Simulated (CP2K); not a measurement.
**A self-consistent single point of TiPt3 (Pm-3m, 4 atoms in the cell) with CP2K**

Method: PBE, GPW, DZVP-MOLOPT-SR-GTH basis, GTH-PBE potentials (GTH_POTENTIALS) run with CP2K.

Input:

```
&GLOBAL
  PROJECT run
  RUN_TYPE ENERGY_FORCE
  PRINT_LEVEL MEDIUM
&END GLOBAL
&FORCE_EVAL
  METHOD Quickstep
  STRESS_TENSOR ANALYTICAL
  &DFT
    BASIS_SET_FILE_NAME BASIS_MOLOPT
    POTENTIAL_FILE_NAME GTH_POTENTIALS
    &QS
      METHOD GPW
      EPS_DEFAULT 1E-10
    &END QS
    &MGRID
      CUTOFF 600
      REL_CUTOFF 60
      NGRIDS 5
    &END MGRID
    &SCF
      SCF_GUESS ATOMIC
      EPS_SCF 1E-6
      MAX_SCF 100
      ADDED_MOS 11
      &DIAGONALIZATION
        ALGORITHM STANDARD
      &END DIAGONALIZATION
      &MIXING
        METHOD BROYDEN_MIXING
        ALPHA 0.3
        NBUFFER 10
        BETA 1
      &END MIXING
      &SMEAR ON
        METHOD GAUSSIAN
        SIGMA [eV] 0.272
      &END SMEAR
    &END SCF
    &KPOINTS
      SCHEME MONKHORST-PACK 7 7 7
    &END KPOINTS
    &XC
      &XC_FUNCTIONAL PBE
      &END XC_FUNCTIONAL
    &END XC
    &PRINT
      &MO
        EIGENVALUES T
        OCCUPATION_NUMBERS T
        NDIGITS 8
        FILENAME mo
        &EACH
          QS_SCF 0
        &END EACH
        ADD_LAST NUMERIC
      &END MO
      &MULLIKEN ON
      &END MULLIKEN
    &END PRINT
  &END DFT
  &SUBSYS
    &CELL
      A 3.87390400 0.00000000 0.00000000
      B 0.00000000 3.87390400 0.00000000
      C 0.00000000 0.00000000 3.87390400
      PERIODIC XYZ
    &END CELL
    &COORD
      SCALED
      Ti       0.00000000     0.00000000     0.00000000
      Pt       0.50000000     0.50000000     0.00000000
      Pt       0.00000000     0.50000000     0.50000000
      Pt       0.50000000     0.00000000     0.50000000
    &END COORD
    &KIND Ti
      BASIS_SET DZVP-MOLOPT-SR-GTH-q12
      POTENTIAL GTH-PBE-q12
    &END KIND
    &KIND Pt
      BASIS_SET DZVP-MOLOPT-SR-GTH-q18
      POTENTIAL GTH-PBE-q18
    &END KIND
  &END SUBSYS
  &PRINT
    &FORCES ON
    &END FORCES
    &STRESS_TENSOR ON
    &END STRESS_TENSOR
  &END PRINT
&END FORCE_EVAL
```

Output (repeated stretches shortened):

```
 GLOBAL| Method name                                                        CP2K
 GLOBAL| Project name                                                        run
 GLOBAL| Run type                                                   ENERGY_FORCE

 CELL| Volume [angstrom^3]:                                            58.136189
 CELL| Vector a [angstrom]:       3.874     0.000     0.000   |a| =     3.873904
 CELL| Vector b [angstrom]:       0.000     3.874     0.000   |b| =     3.873904
 CELL| Vector c [angstrom]:       0.000     0.000     3.874   |c| =     3.873904
 CELL| Angle (b,c), alpha [degree]:                                    90.000000
 CELL| Angle (a,c), beta  [degree]:                                    90.000000
 CELL| Angle (a,b), gamma [degree]:                                    90.000000
 CELL| Numerically orthorhombic:                                             YES
 CELL| Periodicity                                                           XYZ

 DFT| Spin restricted Kohn-Sham (RKS) calculation                            RKS
 DFT| Multiplicity                                                             1
 DFT| Number of spin states                                                    1
 DFT| Charge                                                                   0
 DFT| XC density smoothing                                                  NONE
 DFT| XC derivatives                                                          PW

 QS| Method:                                                                 GPW
 QS| Density plane wave grid type                        NON-SPHERICAL FULLSPACE
 QS| Number of grid levels:                                                    5
 QS| Density cutoff [a.u.]:                                                300.0
 QS| Multi grid cutoff [a.u.]: 1) grid level                               300.0
   [... lines left out ...]
 BRILLOUIN| Wavefunction type                                            COMPLEX
 BRILLOUIN| List of Kpoints [2 Pi/Bohr]                                      172
 BRILLOUIN| Number           Weight            X              Y              Z
 BRILLOUIN|     1           0.00583       -0.42857       -0.42857       -0.42857
 BRILLOUIN|     2           0.00583       -0.42857       -0.42857       -0.28571
 BRILLOUIN|     3           0.00583       -0.42857       -0.42857       -0.14286
   [... 169 lines left out ...]
 *******************************************************************************

 Extrapolation method: initial_guess

 Re-scaling the density matrix to get the right number of electrons
                  # Electrons              Trace(P)               Scaling factor
                           66                66.000                        1.000

 Number of electrons:                                                         66
 Number of occupied orbitals:                                                 33
 Number of molecular orbitals:                                                44

 Number of orbital functions:                                                104
 Number of independent orbital functions:                                    104
 SCF WAVEFUNCTION OPTIMIZATION

  Step     Update method      Time    Convergence         Total energy    Change
     1 NoMix/Diag. 0.30E+00      -     1.82788728      -420.4708474423 -4.20E+02
     2 Broy./Diag. 0.30E+00      -     0.40525928      -423.0816991822 -2.61E+00
     3 Broy./Diag. 0.30E+00      -     0.10241593      -420.9830028537  2.10E+00
     4 Broy./Diag. 0.30E+00      -     0.22965893      -419.7501062549  1.23E+00
     5 Broy./Diag. 0.30E+00      -     0.22862073      -418.5725348228  1.18E+00
     6 Broy./Diag. 0.30E+00      -     0.05637060      -418.8858418026 -3.13E-01
     7 Broy./Diag. 0.30E+00      -     0.00384718      -418.8965599399 -1.07E-02
   [... 4 lines left out ...]
    12 Broy./Diag. 0.30E+00      -     0.00005798      -418.8897328824  1.66E-04
    13 Broy./Diag. 0.30E+00      -     0.00003917      -418.8899322488 -1.99E-04
    14 Broy./Diag. 0.30E+00      -     0.00000582      -418.8899899724 -5.77E-05
    15 Broy./Diag. 0.30E+00      -     0.00000101      -418.8899824625  7.51E-06
    16 Broy./Diag. 0.30E+00      -     0.00000006      -418.8899839025 -1.44E-06
  *** SCF run converged in    16 steps ***

  Electronic density on regular grids:        -65.9999999994        0.0000000006
  Core density on regular grids:               65.9999999961       -0.0000000039
  Total charge density on r-space grids:       -0.0000000033
  Total charge density g-space grids:          -0.0000000033

  Overlap energy of the core charge distribution:               0.00000000018548
  Self energy of the core charge distribution:               -655.29135419641511
  Core Hamiltonian energy:                                    149.12877378625404
  Hartree energy:                                             129.89355897984686
  Exchange-correlation energy:                                -42.61856748318251
  Smearing free energy correction:                             -0.00239499037566
  Fermi energy:                                                 0.61279912273418

  Total energy:                                              -418.88998390248901
  Total energy (extrapolated to sigma->0):                   -418.88878640730115

                     Mulliken Population Analysis

 #  Atom  Element  Kind  Atomic population                           Net charge
       1     Ti       1         10.894738                              1.105262
       2     Pt       2         18.368421                             -0.368421
       3     Pt       2         18.368420                             -0.368420
       4     Pt       2         18.368421                             -0.368421
 # Total charge                             66.000000                 -0.000000

 ENERGY| Total FORCE_EVAL ( QS ) energy [hartree]           -418.889983952514967

 FORCES| Atomic forces [hartree/bohr]
 FORCES|   Atom     x               y               z               |f|
 FORCES|      1 -1.06747885E-12 -1.07676061E-12 -1.05690395E-12   1.84823442E-12
 FORCES|      2 -6.69718660E-10 -6.70067370E-10  6.81039842E-10   1.16675989E-09
 FORCES|      3  6.81019633E-10 -6.69716771E-10 -6.70076247E-10   1.16675210E-09
 FORCES|      4 -6.70069601E-10  6.81030826E-10 -6.69721259E-10   1.16675740E-09
 FORCES| Sum    -6.59836107E-10 -6.59830076E-10 -6.59814568E-10
 FORCES| Total atomic force                                       1.14285374E-09

 STRESS| Analytical stress tensor [bar]
 STRESS|                        x                   y                   z
 STRESS|      x        1.56677910002E+05  -1.23356722280E-04  -1.23359524979E-04
 STRESS|      y       -1.23356722280E-04   1.56677904307E+05  -1.23350116339E-04
 STRESS|      z       -1.23359524979E-04  -1.23350116339E-04   1.56677844248E+05
 STRESS| 1/3 Trace                                             1.56677886186E+05
```

The run converged in 16 iterations.

The starting cell comes from a database of computed structures (which also holds hypothetical and non-ambient phases and stackings), without a prior relaxation at this level. Its lattice was rescaled by a random factor within 2.5 % of one. Spin polarisation is off. Values carry the incompleteness of an atom-centred basis. With a pressure of about 16 GPa the cell is away from its equilibrium volume at this level.

Cost on one core of a shared machine: roughly 2 min.
